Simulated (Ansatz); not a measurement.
## SiC: response to strain

Base system: SiC (space group P6_3mc, No. 186; a = 3.094 Å, c = 10.129 Å). Axes: x lies along a and z along c of the hexagonal cell.

Strains are applied to the cell and any free atomic positions relax.

All numbers come from Ansatz (a first-principles code), PBE, PAW, cutoff 420 eV, no SOC.

Notes on the quantities. pressure: mean of the normal stresses, compression positive.

```json
[
 {"variant": "base", "shortest interatomic distance": "1.893 Å", "hole mass": "–", "pressure": "0.00 GPa", "band gap": "2.22 eV"},
 {"variant": "uniaxial strain ε_zz = −3.00 %", "shortest interatomic distance": "1.860 Å", "hole mass": "0.24 mₑ along z, 1.5 mₑ across (at Γ)", "pressure": "6.90 GPa", "band gap": "2.05 eV"},
 {"variant": "uniaxial strain ε_zz = −2.25 %", "shortest interatomic distance": "1.869 Å", "hole mass": "0.22 mₑ along z, 1.6 mₑ across (at Γ)", "pressure": "5.07 GPa", "band gap": "2.15 eV"},
 {"variant": "uniaxial strain ε_zz = −1.50 %", "shortest interatomic distance": "1.879 Å", "hole mass": "0.22 mₑ along z, 1.8 mₑ across (at Γ)", "pressure": "3.31 GPa", "band gap": "2.22 eV"},
 {"variant": "uniaxial strain ε_zz = −0.75 %", "shortest interatomic distance": "1.888 Å", "hole mass": "–", "pressure": "1.62 GPa", "band gap": "2.25 eV"}
]
```

Masses are band curvatures over ±0.01 Å⁻¹ around the edge. Semilocal Kohn–Sham gaps tend to fall short of experiment. Whether these cells are dynamically stable was not tested.
